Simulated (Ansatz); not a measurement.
Results of PBEsol (plane waves, PAW; Ansatz, an electronic-structure program) for Zr₂Cu (I4/mmm, No. 139).

Run with plane-wave cutoff 500 eV, 24×24×24 k mesh, Fermi–Dirac smearing 0.1 eV, no spin polarisation, scalar-relativistic PAW data made under PBE.

Computed at the level's own relaxed cell.

Q: Predict the equilibrium volume per atom, lattice parameter a and c axis length.

A: 
equilibrium volume per atom: 18.71 Å³/atom
lattice parameter a: 3.186 Å
c axis length: 11.057 Å

The run finds no gap.

Computed values are for the static lattice.
